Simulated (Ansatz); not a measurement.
Consider SiS$_{2}$ (space group Ibam, No. 72; a = 5.802 Å, b = 9.889 Å, c = 5.546 Å; made of chains).

The values are results of r2SCAN (Ansatz, a quantum-chemistry and plane-wave program), without spin-orbit coupling, earlier PAW set, not measurements.

Base values:

| Quantity | Result |
|---|---|
| Smallest direct gap | 3.60 eV |
| Gap character | indirect, Σ₀–Γ (22 % along) → k = (3/8, 3/8, -3/8) in the run's primitive reciprocal basis |
| Width of the top valence band | 0.83 eV |
| Band gap | 3.30 eV |

Perturbation: cell and atoms relaxed at a pressure of 4.2 GPa.

What happens to the smallest direct gap, gap character, width of the top valence band and band gap?

The smallest direct gap drops by 0.266 eV to 3.34 eV; the gap character goes from indirect, Σ₀–Γ (22 % along) → k = (3/8, 3/8, -3/8) in the run's primitive reciprocal basis to indirect, Σ₀–Γ (20 % along) → X; the width of the top valence band rises by 0.28 eV to 1.11 eV; the band gap falls by 0.526 eV to 2.78 eV.

Load acts through the strain it causes; cell and atoms are relaxed under it. No phonon test of stability was made. No dispersion term is included, though the crystal is made of layers, chains or molecules, so its spacings can come out too wide.
